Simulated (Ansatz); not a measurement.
Effect of O → C on BaTiO3

Consider BaTiO3 in the cubic perovskite structure (space group Pm-3m, No. 221; a = 3.970 Å).

Modification: C takes the place of O on all its sites, then cell and atoms are relaxed.

Method: PBEsol in Ansatz (plane waves to 420 eV, PAW, no spin-orbit coupling), earlier PAW set. k-mesh 11×11×11 (Γ-centred); smearing 0.05 eV (Fermi–Dirac), for the changed cell.

The density drops by 1.143 g/cm³ (6.19 g/cm³ → 5.04 g/cm³) and the space group remains Pm-3m (No. 221). The band gap goes from 1.82 eV to zero.

Final structure:

```
CELL_PARAMETERS angstrom
      4.17591     0.00000     0.00000
      0.00000     4.17591     0.00000
      0.00000     0.00000     4.17591
ATOMIC_POSITIONS crystal
  Ba 0.00000 0.00000 0.00000
  Ti 0.50000 0.50000 0.50000
  C  0.00000 0.50000 0.50000
  C  0.50000 0.50000 0.00000
  C  0.50000 0.00000 0.50000
```

Whether these cells are dynamically stable was not tested. As relaxed here, BaTiC3 is a hypothetical phase, not in the database extracts checked. The final runs are not spin-polarised. Many cubic perovskites are stable only at high temperature; tilts and polar distortions were not tested. BaTiC3 has a high density of states at the Fermi level and may be magnetic at this level. This is not the structure that BaTiO3 has at room temperature and ambient pressure.

Ansatz is an electronic-structure program.
